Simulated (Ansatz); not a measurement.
Base system: GaCuSe2 in the chalcopyrite structure (space group I-42d, No. 122; a = 5.6083 Å, c = 11.0975 Å).

Calculations: Ansatz (a first-principles code), r2SCAN, PAW, cutoff 500 eV, no spin-orbit coupling.

One change was made to it. Results:

```tsv
quantity	base	after
valence-band top at Γ (three highest levels, from the VBM)	0.00, -0.11, -0.11 eV	0.00, -0.11, -0.11 eV
band gap	0.57 eV	1.45 eV
shortest interatomic distance	2.408 Å	2.263 Å
```

### Question
Which of these changes matches the shifts?
A) pressure 18 GPa
B) pressure 45 GPa
C) pressure 1.8 GPa
D) pressure 4.2 GPa
E) pressure 9 GPa

### Answer
A, pressure 18 GPa. For comparison, the shortest interatomic distance in the other runs: pressure 45 GPa gives 2.157 Å; pressure 1.8 GPa gives 2.387 Å; pressure 9 GPa gives 2.321 Å; pressure 4.2 GPa gives 2.362 Å.

Load acts through the strain it causes; cell and atoms are relaxed under it. Stability against distortions was not tested. No other phases were tried under pressure. The final runs are not spin-polarised.
